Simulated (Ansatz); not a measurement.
Cell of hcp Sc (1 0 0) on wurtzite GaN (1 0 0) (film strained to the substrate, started from cuts of the bulks and a machine-learned relaxation; slabs Ga10N10 and Sc8, which can lie off the formulas), relaxed at this level with a, b, gamma of the cell held:

```
CELL_PARAMETERS angstrom
      5.24313    -0.00027    -0.00172
      0.00001     3.21842    -0.04640
      0.00780    -1.24402    24.94224
ATOMIC_POSITIONS crystal
  Ga 0.68813 0.14990 0.96012
  Ga 0.96598 0.21082 0.08023
  N  0.02995 0.17026 0.00050
  N  0.35215 0.21480 0.08716
  Ga 0.47694 0.73406 0.12575
  Ga 0.97771 0.76808 0.19453
  N  0.85045 0.73027 0.11902
  N  0.35283 0.77058 0.19935
  Ga 0.47769 0.28875 0.23582
  Ga 0.97794 0.32386 0.30656
  N  0.85391 0.28669 0.23188
  N  0.35416 0.32586 0.31052
  Ga 0.47822 0.84445 0.34786
  Ga 0.97790 0.87857 0.41661
  N  0.85331 0.84202 0.34304
  N  0.35135 0.88197 0.42340
  Ga 0.46705 0.40127 0.46218
  Ga 0.18963 0.46096 0.58218
  N  0.85320 0.39779 0.45521
  N  0.53152 0.44097 0.54191
  Sc 0.18367 0.00943 0.67947
  Sc 0.81130 0.93231 0.52449
  Sc 0.18312 0.56693 0.79462
  Sc 0.67366 0.48337 0.62709
  Sc 0.17227 0.12743 0.91527
  Sc 0.68337 0.04364 0.74770
  Sc 0.30969 0.67861 0.01787
  Sc 0.68289 0.60131 0.86285
```

Computed with PBE (plane waves to 420 eV, PAW; Ansatz, an electronic-structure program). Scalar-relativistic, without spin–orbit coupling; the runs are not spin-polarised. Its k-point mesh 6×10×1, Fermi–Dirac width 0.05 eV.

Question: Give the plane-averaged electrostatic potential energy of an electron along the normal (the smooth PAW potential), about its mean over the cell.

Answer: (z (Å), V (eV)): (0.000, -2.48); (0.415, -2.69); (0.831, 0.98); (1.246, 2.60); (1.661, 0.75); (2.077, -2.50); (2.492, -3.76); (2.908, -2.89); (3.323, -0.16); (3.738, 3.35); (4.154, 3.60); (4.569, 0.07); (4.984, -3.25); (5.400, -4.27); (5.815, -2.88); (6.369, 2.23); (6.784, 4.23); (7.200, 1.72); (7.615, -2.35); (8.030, -4.14); (8.446, -3.62); (8.861, -0.84); (9.276, 3.13); (9.692, 3.71); (10.107, 0.71); (10.523, -2.54); (10.938, -3.78); (11.353, -2.86); (11.769, -0.01); (12.184, 2.46); (12.599, 1.62); (13.015, -2.02); (13.430, -3.00); (13.845, 0.13); (14.261, 2.47); (14.676, 1.82); (15.091, 0.22); (15.507, -1.14); (15.922, -0.43); (16.338, 0.69); (16.753, -0.58); (17.168, 0.44); (17.584, 3.48); (17.999, 3.39); (18.414, 0.18); (18.968, -0.84); (19.384, -0.63); (19.799, -0.96); (20.214, 1.76); (20.630, 3.93); (21.045, 2.22); (21.460, -0.55); (21.876, 0.05); (22.291, 0.50); (22.706, -1.11); (23.122, -0.67); (23.537, 1.02); (23.953, 2.29); (24.368, 1.84); (24.783, -1.43)
